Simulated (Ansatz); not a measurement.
The reference is Tl in the hcp (Mg type) structure (space group P6_3/mmc, No. 194; a = 3.520 Å, c = 5.602 Å).

Level of theory: DFT with r2SCAN, PAW potentials and a 500 eV plane-wave cutoff in Ansatz (a program for electronic structure), scalar-relativistic without spin-orbit coupling.

For the base:

The c/a ratio is 1.591. The volume per atom is 30.05 Å³.

One thing is altered: every Tl is replaced by Al; the structure is relaxed again.

Problem. Estimate the effect on the c/a ratio.

Solution. The c/a ratio rises by 0.0622 to 1.654.

Problem. Estimate the effect on the volume per atom.

Solution. The volume per atom decreases by 14.04 Å³, from 30.05 Å³ to 16.01 Å³.

Whether these cells are dynamically stable was not tested. For Al in this form, whether it has been made was not checked. This is not the structure that Al has at room temperature and ambient pressure.
